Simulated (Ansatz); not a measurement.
Worked example: zone-centre phonon calculation of a (100) slab of Ba (cut from a parent of space group no. 229; 2 atoms in the cell) in Ansatz (an electronic-structure program).

Level of theory: LDA (PW92), PAW files made with PBE (plane waves; Ansatz).

```
CELL_PARAMETERS angstrom
      5.12492     0.00000     0.00000
      0.00000     5.12492     0.00000
      0.00000     0.00000    14.51000
ATOMIC_POSITIONS crystal
  Ba 0.00000 0.00000 0.58649
  Ba 0.50000 0.50000 0.41351
```

Reference input (self-consistent single point, DFT, LDA (PW92), plane waves, PAW files made with PBE): kpoints.mp_grid.grid = 5 5 1; hamiltonian.xc = lda; hamiltonian.pseudopotentials = {kind: paw} (the program's default PAW files); scf.occupations.method = fermi_dirac; scf.occupations.width = 0.0073 Ry. This run's input differs from it in these lines:

```diff
@@ -16,6 +16,5 @@
   occupations: { method: fermi_dirac, width: 0.0073 Ry }
-output:
-  forces: true
-  eigenvalues: true
-  stress: true
+  convergence: { dr2_threshold: 1.0e-04 eV }
+phonons:
+  method: dfpt
```

Output, abridged:

```
SCF iter   1: F=—  HF=-11558.584673 eV  |F-HF|=—  |Δ(HF+E_count)|=         —  Δρ=7.10e-3  dr2=2.19e0  ethr=3.10e-3  ⟨swp⟩=7.3  Hψ=916  notcnv=0
all-band conjugate gradients solve this SCF's bands
preconditioner: auto → LDOS
SCF iter   2: F=—  HF=-11557.996555 eV  |F-HF|=—  |Δ(HF+E_count)|=   5.88e-1  Δρ=2.88e-3  dr2=3.61e-2  ethr=3.10e-3  ⟨swp⟩=3.7  Hψ=300  notcnv=0
SCF iter   3: F=—  HF=-11558.006258 eV  |F-HF|=—  |Δ(HF+E_count)|=   9.70e-3  Δρ=1.55e-3  dr2=2.14e-2  ethr=1.81e-4  ⟨swp⟩=2.2  Hψ=234  notcnv=0
SCF iter   4: F=—  HF=-11558.000691 eV  |F-HF|=—  |Δ(HF+E_count)|=   5.57e-3  Δρ=2.71e-4  dr2=1.01e-3  ethr=1.07e-4  ⟨swp⟩=2.0  Hψ=197  notcnv=0
SCF iter   5: F=—  HF=-11558.001166 eV  |F-HF|=—  |Δ(HF+E_count)|=   4.75e-4  Δρ=9.73e-5  dr2=2.65e-4  ethr=5.06e-6  ⟨swp⟩=3.1  Hψ=247  notcnv=0
SCF iter   6: F=-11558.001122 eV  HF=-11558.001129 eV  |F-HF|=7.51e-6  |Δ(HF+E_count)|=   3.69e-5  Δρ=2.38e-5  dr2=1.33e-5  ethr=5.00e-7  ⟨swp⟩=12.3  Hψ=1358  notcnv=0
SCF 1 converged in 6 iterations: F = -11558.001122 eV  dr2 = 1.33e-5
DFPT response loops at Γ: preconditioner auto → none (partly filled bands, converged f_vac=0.462); β = 0.50; Broyden in place of MSR1
Free energy (F): -11558.001122 eV
Internal energy: -11557.859453 eV  (E = F + TS)
E sigma→0 (E₀):  -11557.930287 eV
Entropy (-TS):   -0.141669 eV (-70.834 meV/atom)
Fermi energy:    0.317126 eV
--- Phonons (Γ-DFPT): 2 representative perturbations + reference, on 9 of 25 k-points (Σ response iterations 6) ---
  k mesh reduced under 2 symmetry operations, with k and −k counted as one. Each operation leaves every solved perturbation unchanged …
  ASR residual: 1.104e-2 → 0.000e0 eV/Å²; symmetrization residual: 3.802e-6 eV/Å²
  ASR residual per site (eV/Å²): 1.10e-2 1.10e-2
  Γ frequencies (cm⁻¹): 0.00 0.00 0.00 47.56 52.84 52.84
  non-analytic LO–TO correction: not included (Born effective charges unavailable; polar crystals: no LO–TO splitting at Γ)
```

The run converged in 6 iterations. 

Summary of the result:
| Property | Result |
|---|---|
| Free energy E − TS (on the zero of these files) | -11558.0011 eV |
| Fermi level (on the code's own zero) | 0.32 eV |
| Zone-centre frequencies (cm⁻¹; negative means imaginary) | 0, 0, 0, 48, 53, 53 |

The starting cell has typed, rounded lattice constants, without a prior relaxation at this level. The slab is cut from that crystal, and its faces are unrelaxed. Its lattice was rescaled in the plane by a random factor within 2.5 % of one.

Keys are those of Ansatz 0.2.
